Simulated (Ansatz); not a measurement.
**A computed series for BN: response to strain**

Start from BN in the zinc blende structure (space group F-43m, No. 216; a = 3.625 Å). Axes: x, y, z lie along the cube axes.

Strains are applied to the cell and any free atomic positions relax; under biaxial strain the out-of-plane vector relaxes too; under stress the whole cell relaxes.

Levels (all Ansatz, a program for electronic structure, PAW): PBE (420 eV, spin-orbit coupling left out); r2SCAN (500 eV, without spin-orbit coupling); HSE06 (420 eV, no spin-orbit coupling); PBE+SOC (420 eV, spin-orbit coupling included).

Band gaps by level, all at the geometries relaxed with PBE:

| case | PBE | r2SCAN | HSE06 | PBE+SOC |
|---|---|---|---|---|
| base | 4.46 eV | 4.99 eV | 5.78 eV | 4.46 eV |
| biaxial strain −0.14 %, plane normal [110], relaxed out of plane | 4.45 eV | 4.97 eV | 5.76 eV | 4.44 eV |
| isotropic strain −1.39 % | 4.51 eV | 5.04 eV | 5.83 eV | 4.50 eV |
| isotropic strain +2.54 % | 4.38 eV | 4.88 eV | 5.67 eV | 4.37 eV |
| uniaxial stress, 2 GPa tension along z | 4.43 eV | 4.95 eV | 5.74 eV | 4.42 eV |
| uniaxial stress, 0.5 GPa compression along x | 4.45 eV | 4.97 eV | 5.76 eV | 4.44 eV |

Single points use the geometry relaxed with PBE. HSE06 gaps are upper bounds (no full band path). Differences between runs with and without spin-orbit coupling are approximate. Beyond what the load breaks, stability against distortions was not tested.
